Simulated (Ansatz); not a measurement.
System: GaBiN2 (model structure, started from the ScAlN2 type, P3m1, No. 156, 4 atoms in the cell). Method: r²SCAN (Ansatz, an electronic-structure program, PAW).

Settings: plane-wave cutoff 560 eV, 18×18×12 k mesh (along the axes of the cell as run), Fermi–Dirac smearing 0.05 eV, scalar-relativistic PAW data made under PBE.

Cell (relaxed at this level):

```cif
data_BiGaN2
_chemical_formula_sum 'Bi1 N2 Ga1'
_space_group_name_H-M_alt 'P3m1'
_space_group_IT_number 156
_space_group_name_Hall 'P 3 -2"'
_cell_length_a 3.32656
_cell_length_b 3.32656
_cell_length_c 6.71099
_cell_angle_alpha 90.000
_cell_angle_beta 90.000
_cell_angle_gamma 120.000
loop_
_atom_site_label
_atom_site_type_symbol
_atom_site_symmetry_multiplicity
_atom_site_Wyckoff_symbol
_atom_site_fract_x
_atom_site_fract_y
_atom_site_fract_z
_atom_site_occupancy
Bi1 Bi 1 b 0.33333 0.66667 0.98765 1
N1 N 1 b 0.33333 0.66667 0.45674 1
Ga1 Ga 1 c 0.66667 0.33333 0.50716 1
N2 N 1 c 0.66667 0.33333 0.81846 1
```

Task: Estimate the band gap, smallest direct gap on the k points sampled and Γ–Γ gap that the calculation returns.

Result: 
* **band gap**: 0.03 eV (under three smearing widths, so not firm)
* **smallest direct gap on the k points sampled**: 0.82 eV
* **Γ–Γ gap**: 2.39 eV

Note: the relaxation could raise the start's symmetry but not lower it, so the cell can be a saddle point; the cell has widely spaced layers and the level no dispersion term, so their spacing and the moduli can rest on weak binding.

Spin–orbit coupling is not included; it can close the smallest gap of 0.03 eV.

Static lattice: no zero-point or thermal effects.

Cost on a shared machine: around 2.3 core-minutes (rough).

A model structure was made by putting elements into a prototype or built by hand; it is no filed structure, need not be a known phase, and can be a saddle point held by its symmetry.
